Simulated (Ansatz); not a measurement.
An Ansatz (an electronic-structure program) input (Ansatz, PBE, PAW, cutoff 420 eV, no spin-orbit coupling):

Ansatz 0.2 input:
```yaml
crystal:
  lattice:
    - [3.3228218276, 0, 0]
    - [0, 3.3228218276, 0]
    - [0, 0, 3.3228218276]
  atoms:
    - { symbol: In, position: [0.5, 0.5, 0.5] }
    - { symbol: Pd, position: [0, 0, 0] }
basis: { ecutwfc: 420, ecutrho_ratio: 4, xc_grid: 2, fft_grid_basis: typed }
kpoints: { mp_grid: { grid: [17, 17, 17] } }
hamiltonian:
  xc: pbe
  dispersion: none
  pseudopotentials: { kind: paw }
scf: { occupations: { method: fermi_dirac, width: 0.1 }, convergence: { dr2_threshold: 0.0000000002 } }
relax: { f_tol: 0.005, max_steps: 50 }
output: { forces: true, stress: true }
checkpoint: { write: state.ck, write_every: 1000 }
```

### Question
Which symmetry and how many k-points will the program report, and about how many plane waves at Γ?

### Answer
Space group Pm-3m (ITA 221) with 48 operations, k-points 165 of 4913, and 739 plane waves at Γ.

### Question
And the final pressure?

### Answer
-1.58 GPa (compression positive).

The cells carry an imposed strain or load. Whether these cells are dynamically stable was not tested. All final runs are without spin polarisation. The cell was made from InPd in the CsCl type structure (space group Pm-3m, No. 221) by this change: isotropic strain +0.50 %.
